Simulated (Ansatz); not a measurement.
The starting structures come from a database of crystals and need not be the phases stable at ambient conditions.

 Where the default PAW files enter, the runs use the earlier of Ansatz's two default sets.

```
MgSe
1.0
    4.22147     0.00000     0.00000
    0.00000     6.81672     0.00000
    2.11074     0.00000     3.65590
Mg Se
2 2
Cartesian
  4.22147   3.41988   2.43727
  2.11073   0.01152   1.21863
  4.22147   0.84057   2.43727
  2.11073   4.24893   1.21863
```

Space group of this cell: P6_3mc, wurtzite. The cell is taken as given.

The numbers are results of r2SCAN (plane waves, PAW; Ansatz, a quantum-chemistry and plane-wave program), not measurements.

The current runs along the normal of the first two printed vectors; no spin-orbit coupling. Scaled by the factor s: the length along the current (ions clamped). Meshes 8×6×8 and 8×6 across the current in all rows.

```tsv
s	mean pressure (GPa)	band gap (eV)
0.97	1.7	3.49
1.00	0.0	3.36
1.03	-1.3	?
```

Task: Take the slope of the band gap against ln s from the two given rows, extrapolate to s = 1.03, and say what the run there gives.

Result: Slope = (3.49 − 3.36) / ln 0.97 = -4.27 eV. The line gives 3.36 + (-4.27) × ln 1.03 = 3.23 eV. The run gives 3.19 eV, 0.04 eV under the line, 35 % of the predicted step.
